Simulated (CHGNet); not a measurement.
A15 V3Si (cubic form, which distorts at low temperature)

These are the machine-learned potential CHGNet 0.3.0 (trained on PBE and PBE+U data) values and carry that method's errors.

Cell (relaxed at this level):

```xyz
8
Lattice="4.7043 0.0000 0.0000 0.0000 4.7043 0.0000 0.0000 0.0000 4.7043" Properties=species:S:1:pos:R:3 pbc="T T T"
V      1.1761     0.0000     2.3521
V      2.3521     1.1761     0.0000
V      2.3521     3.5282     0.0000
V      3.5282     0.0000     2.3521
V      0.0000     2.3521     3.5282
V      0.0000     2.3521     1.1761
Si     2.3521     2.3521     2.3521
Si     0.0000     0.0000     0.0000
```

```
Item                       Result
------------------  -------------
lattice constant a        4.704 Å
volume per atom     13.01 Å³/atom
```

Measured, for comparison: lattice constant a 4.724 Å, equilibrium volume per atom 13.18 Å³/atom (temperature not stated, no zero-point or thermal correction; as tabulated in Zeng et al. (2023), arXiv:2309.11055). Computed (rounded) less measured: lattice constant a -0.4 %, equilibrium volume per atom -1.3 %. A static lattice is as a rule a little smaller and stiffer than an uncorrected measurement, which narrows the difference in the lattice constant a, equilibrium volume per atom and would widen misses of the other sign.

A machine-learned potential is trained on density-functional data: it inherits that level's misses and adds fitting errors of its own.

Note: the model gives imaginary modes for this phase (in the spectrum interpolated from a supercell).
